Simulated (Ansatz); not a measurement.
Defect migration in kesterite Cu2ZnSnS4: interstitial H, charge state +1. The step: several atoms move together, H the farthest; the atom moves 1.75 Å along (0.02, 0.23, -0.11) of the unit cell; the moving atom starts with neighbours Cu at 1.96; S at 1.40 Å and ends with S at 1.37; Zn at 2.19 Å. DFT values are from Ansatz (plane-wave PAW, 420 eV unless said) in a cell of 64 host sites, spin-restricted, static, with no finite-size correction. The charge state is imposed; whether it is stable for some Fermi level was not computed. Sites that were not tried may lie lower. For the PBE band: the check of the saddle point's order was inconclusive.

| Level | Forward barrier (eV) | Cost of the band or of the saddle's single point |
|---|---|---|
| CHGNet universal potential (has no charge state), its own band | 0.36 | - |
| PBE, one k-point at (0.250, 0.250, 0.250), band relaxed | 0.38 | roughly 4 core-hours |
| PBE, a 2×2×2 k-point mesh shifted by half a step, same geometries | 0.38 | about 11 core-minutes (a rough figure) |
| r2SCAN at 500 eV, one k-point at (0.250, 0.250, 0.250), same geometries | [?] | roughly 6 core-minutes |

Problem. Some entries are withheld; supply them.

Solution. 
- r2SCAN at 500 eV, one k-point at (0.250, 0.250, 0.250), same geometries, Forward barrier (eV): 0.39

Ansatz is an electronic-structure program.
